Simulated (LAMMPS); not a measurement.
Quenches at 1e+14 K/s across the composition of Cu (fcc) with a share x of Cu sites Zr; each row starts from its own melt temperature.

Level of theory: classical MD, pair style eam/fs, file CuZr_mm.eam.fs, run in LAMMPS.

```tsv
x	density	state
0.1	8.17 g/cm³ (one sample)	glass
0.25	7.75 g/cm³ (one sample)	glass
0.36	7.47 g/cm³ (one sample)	glass
0.44	7.28 g/cm³ (one sample)	glass
0.5	7.13 g/cm³ (one sample)	glass
0.6	6.92 g/cm³ (one sample)	glass
0.75	6.69 g/cm³ (one sample)	glass
0.9	6.53 g/cm³ (one sample)	glass
```
